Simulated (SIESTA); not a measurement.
Input and output of a self-consistent single point for WS2 (P1, 6 atoms in the cell) (SIESTA).

Method: GGA PBE, numerical atomic orbitals DZP, PseudoDojo PBE standard norm-conserving potentials (rewritten from UPF to PSML) (SIESTA).

The change in words: lattice scaled by 0.98. Reference geometry:
```yaml
crystal:
  lattice:
    - [3.18422, 0.00000, 0.00000]
    - [-1.59211, 2.75761, 0.00000]
    - [0.00000, 0.00000, 12.97828]
  atoms:
    - { symbol: W, position: [0.33145, 0.66297, 0.24884] }
    - { symbol: W, position: [0.66929, 0.33883, 0.75059] }
    - { symbol: S, position: [0.33611, 0.66783, 0.63187] }
    - { symbol: S, position: [0.67055, 0.33755, 0.36929] }
    - { symbol: S, position: [0.66439, 0.32919, 0.12896] }
    - { symbol: S, position: [0.32821, 0.66362, 0.87044] }
```

Reference input (self-consistent single point, DFT, GGA PBE, numerical atomic orbitals DZP, PseudoDojo PBE standard norm-conserving potentials (rewritten from UPF to PSML)): XC.functional = GGA; XC.authors = PBE; potentials = PseudoDojo PBE standard; PAO.BasisSize = DZP; PAO.EnergyShift = 0.01 Ry; MeshCutoff = 350 Ry; kgrid.MonkhorstPack = 6 6 2; OccupationFunction = FD; ElectronicTemperature = 10 K; MaxSCFIterations = 150; SCF.Mixer.Method = Pulay; SCF.Mixer.Weight = 0.1. This run's input differs from it in these lines:

```diff
@@ -12,5 +12,5 @@
 %block LatticeVectors
-     6.017303721    0.000000000    0.000000000
-    -3.008651860    5.211137107    0.000000000
-     0.000000000    0.000000000   24.525394769
+     5.896958402    0.000000000    0.000000000
+    -2.948479201    5.106914932    0.000000000
+     0.000000000    0.000000000   24.034886117
 %endblock LatticeVectors
@@ -18,8 +18,8 @@
 %block AtomicCoordinatesAndAtomicSpecies
-    -0.000101895    1.828221532    3.229528173  1
-     1.591710380    0.934370963    9.741380163  1
-     0.006973442    1.841629056    8.200598762  2
-     1.597752438    0.930843974    4.792749021  2
-     1.591457235    0.907773767    1.673717924  2
-    -0.011461600    1.830005709   11.296865956  2
+    -0.000099857    1.791657300    3.164937510  1
+     1.559876373    0.915683646    9.546552260  1
+     0.006833974    1.804796675    8.036586534  2
+     1.565797590    0.912227196    4.696893893  2
+     1.559628290    0.889618390    1.640243514  2
+    -0.011232369    1.793405794   11.070928289  2
 %endblock AtomicCoordinatesAndAtomicSpecies
```

Output (repeated stretches shortened):

```
        iscf     Eharris(eV)        E_KS(eV)     FreeEng(eV)     dDmax    Ef(eV) dHmax(eV)
   scf:    1    -5274.661548    -5313.218392    -5313.218392  1.620861 -1.882726 16.164759
   scf:    2    -5329.852961    -5322.702632    -5322.702632  0.137689 -2.328443  9.332576
   scf:    3    -5327.299900    -5326.648709    -5326.648709  0.166926 -3.018629  1.192430
   scf:    4    -5326.726425    -5326.773021    -5326.773021  0.066669 -2.512367  1.941347
   scf:    5    -5326.439241    -5326.780595    -5326.780595  0.064933 -3.197898  1.244620
   [... 8 lines left out ...]
   scf:   14    -5326.902921    -5326.902921    -5326.902921  0.000030 -3.067398  0.000640
   scf:   15    -5326.902921    -5326.902921    -5326.902921  0.000020 -3.067539  0.000397
   scf:   16    -5326.902921    -5326.902921    -5326.902921  0.000063 -3.067772  0.000052
   scf:   17    -5326.902921    -5326.902921    -5326.902921  0.000004 -3.067774  0.000040
SCF Convergence by DM+H criterion
max |DM_out - DM_in|         :     0.0000036506
max |H_out - H_in|      (eV) :     0.0000403344
SCF cycle converged after 17 iterations

Using DM_out to compute the final energy and forces

siesta: E_KS(eV) =            -5326.9029

siesta: E_KS - E_eggbox =     -5326.9029

siesta: Atomic forces (eV/Ang):
     1    0.065806    0.252735    0.132666
     2   -0.045298   -0.448466    0.275680
     3   -0.091040    0.161503   -2.198335
     4   -0.073131   -0.258968    1.713570
     5    0.004405    0.007410   -1.822061
     6    0.139338    0.289456    1.898891
   Tot    0.000079    0.003669    0.000411
   Max    2.198335
   Res    0.921042    sqrt( Sum f_i^2 / 3N )
   Max    2.198335    constrained

   [... lines left out ...]
siesta: FreeEng =     -5326.902921
   [... lines left out ...]
siesta:    -0.084156   -0.000449   -0.002115
siesta:    -0.000449   -0.078322    0.001960
siesta:    -0.002115    0.001960   -0.108972

siesta: Cell volume =        107.258608 Ang**3

siesta: Pressure (static):
siesta:                Solid            Molecule  Units
siesta:           0.00098549          0.00058264  Ry/Bohr**3
siesta:           0.09048351          0.05349545  eV/Ang**3
siesta:         144.97055905         85.70915344  kBar
```

The run converged in 17 iterations. Against the reference run the free energy goes up by 59.7 meV/atom, the pressure goes from 3.23 to 14.50 GPa, the largest force goes from 0.946 to 2.206 eV/Å and the gap on the mesh goes from 1.187 to 1.225 eV.

The starting cell comes from a database of computed structures (which also holds hypothetical and non-ambient phases and stackings), without a prior relaxation at this level. Its atoms were displaced at random from the sites of space group no. 194. For this run, on top of that: lattice scaled by 0.98. Spin-orbit coupling is off. Values carry the incompleteness of an atom-centred basis. With a pressure of about 14 GPa the cell is away from its equilibrium volume at this level. Forces in this geometry exceed 1 eV/Å.
